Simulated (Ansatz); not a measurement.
Ansatz (a quantum-chemistry and plane-wave program) run on LaIn5Rh (P4/mmm, 7 atoms in the cell): relaxation of cell and atoms.

Level of theory: PBEsol, PAW files made with PBE (plane waves; Ansatz).

```
LaIn5Rh
1.0
    4.64255     0.00000     0.00000
    0.00000     4.64255     0.00000
    0.00000     0.00000     7.53034
La In Rh
1 5 1
Direct
  0.00000   0.00000   0.00000
  0.50000   0.50000   0.00000
  0.50000   0.00000   0.69223
  0.50000   0.00000   0.30777
  0.00000   0.50000   0.69223
  0.00000   0.50000   0.30777
  0.00000   0.00000   0.50000
```

Reference input (self-consistent single point, DFT, PBEsol, plane waves, PAW files made with PBE): kpoints.mp_grid.grid = 5 5 3; hamiltonian.xc = pbesol; hamiltonian.pseudopotentials = {kind: paw} (the program's default PAW files); scf.occupations.method = fermi_dirac; scf.occupations.width = 0.0037 Ry. This run's input differs from it in these lines:

```diff
@@ -20,2 +20,4 @@
   occupations: { method: fermi_dirac, width: 0.0037 Ry }
+relax:
+  cell: {}
 output:
```

Log, with long lists cut:

```
   [... SCF lines of the steps left out ...]
relax step   1: F+E_penalty+E_count = -40131.07879338 eV  Δ(F+E_penalty+E_count) = +0.000e0 eV  max|allowed force component| = 2.070e-1 eV/Å  Δτ_max = 0.0000 Å  P = +1.024 GPa  Ω = 162.304 Å³  (15 SCF iters, dr2 threshold 1.00e-7 eV, accepted)
relax step   2: F+E_penalty+E_count = -40131.07679004 eV  Δ(F+E_penalty+E_count) = +2.003e-3 eV  max|allowed force component| = 2.354e-1 eV/Å  Δτ_max = 0.0356 Å  P = -0.850 GPa  Ω = 165.478 Å³  energy of the carried Pulay correction = -4.980e-4 eV  [...]
   [... lines left out ...]
relax step   4: F+E_penalty+E_count = -40131.09042570 eV  Δ(F+E_penalty+E_count) = -4.773e-5 eV  max|allowed force component| = 1.245e-3 eV/Å  Δτ_max = 0.0008 Å  P = -0.002 GPa  Ω = 164.021 Å³  energy of the carried Pulay correction = -2.706e-4 eV  [...]
relax step   5: F+E_penalty+E_count = -40131.09069156 eV  Δ(F+E_penalty+E_count) = -2.659e-4 eV  max|allowed force component| = 1.206e-3 eV/Å  Δτ_max = 0.0000 Å  P = -0.002 GPa  Ω = 164.021 Å³  stress off target by 2.93e-3 GPa  SCF on the basis [...]
basis re-selected at this cell: Δ(F+E_penalty+E_count) = -2.659e-4 eV, ΔP = -0.001 GPa vs the last step
the relaxation is at rest under the 16 symmetry operations that the run kept from its start: a minimum is not shown …
Free energy (F): -40131.090692 eV
Internal energy: -40131.063164 eV  (E = F + TS)
E sigma→0 (E₀):  -40131.076928 eV
Entropy (-TS):   -0.027528 eV (-3.933 meV/atom)
Fermi energy:    12.536519 eV
--- Forces (eV/Å), atoms counted from 1 ---
  atom   1  La     0.00000000     0.00000000     0.00000000
   [... lines left out ...]
  cell:  # Å, volume = 164.0210 Å³
   [... lines left out ...]
    - { symbol: In, position: [0.49999999999999994, -1.3889824766889652e-37, 0.30570931554367153] }
    - { symbol: In, position: [4.2711211158185683e-36, 0.49999999999999994, 0.6942906844563285] }
    - { symbol: In, position: [3.819701810894653e-37, 0.49999999999999994, 0.30570931554367153] }
    - { symbol: Rh, position: [3.8197018108946525e-37, 2.3149707944816096e-38, 0.5] }
```

The run converged.  The full log also holds: “iter 5 did not close the SCF: its close was put off for the readings that it lacked (scf_convergence_deferred on its scf_iter line)”.

Summary of the result:
| Property | Result |
|---|---|
| Free energy E − TS (on the zero of these files) | -40131.0907 eV |
| Fermi level (on the code's own zero) | 12.54 eV |
| Pressure | 0.00 GPa |
| Largest force (vector length) | 0.001 eV/Å |
| Final cell | a = b = 4.665 Å, c = 7.536 Å, α = β = γ = 90.00° |
| Final volume per atom | 23.43 Å³ |
| Relaxation steps | 5 |

The starting cell comes from a database of computed structures (which also holds hypothetical and non-ambient phases and stackings), without a prior relaxation at this level. Its lattice was rescaled by a random factor within 2.5 % of one. Spin polarisation is off. The relaxation keeps the symmetry of its start, so its end need not be a minimum. Ansatz's pressure includes its estimate of the finite-basis (Pulay) stress.

Cost on one core of a shared machine: roughly 30 s.

Keys are those of Ansatz 0.2.
